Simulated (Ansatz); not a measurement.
We consider ScMo₃C (model structure, started from the Ni3MgC type, Pm-3m, No. 221, 5 atoms in the cell), described by LDA (Ansatz, a first-principles code, PAW).

Numerical settings: plane-wave cutoff 520 eV, 14×14×14 k mesh, Fermi–Dirac smearing 0.05 eV, no spin polarisation, scalar-relativistic PAW data made under PBE.

Cell (relaxed at this level):

```cif
data_CMo3Sc
_chemical_formula_sum 'Sc1 Mo3 C1'
_space_group_name_H-M_alt 'Pm-3m'
_space_group_IT_number 221
_space_group_name_Hall '-P 4 2 3'
_cell_length_a 4.15894
_cell_length_b 4.15894
_cell_length_c 4.15894
_cell_angle_alpha 90.000
_cell_angle_beta 90.000
_cell_angle_gamma 90.000
loop_
_atom_site_label
_atom_site_type_symbol
_atom_site_symmetry_multiplicity
_atom_site_Wyckoff_symbol
_atom_site_fract_x
_atom_site_fract_y
_atom_site_fract_z
_atom_site_occupancy
Sc1 Sc 1 a 0.00000 0.00000 0.00000 1
Mo1 Mo 3 c 0.00000 0.50000 0.50000 1
C1 C 1 b 0.50000 0.50000 0.50000 1
```

### Question
Give the computed bulk modulus.

### Answer

* **bulk modulus**: 239 GPa

Note: the run has no spin polarisation, so it can have missed a magnetic state; the bulk modulus is −V dP/dV from two relaxed cells at ±2 % in volume; the relaxation could raise the start's symmetry but not lower it, so the cell can be a saddle point.

The computed numbers hold no vibrational or temperature effects.

It cost very roughly 100 core-seconds of CPU time.

A model structure was made by putting elements into a prototype or built by hand; it is no filed structure, need not be a known phase, and can be a saddle point held by its symmetry.
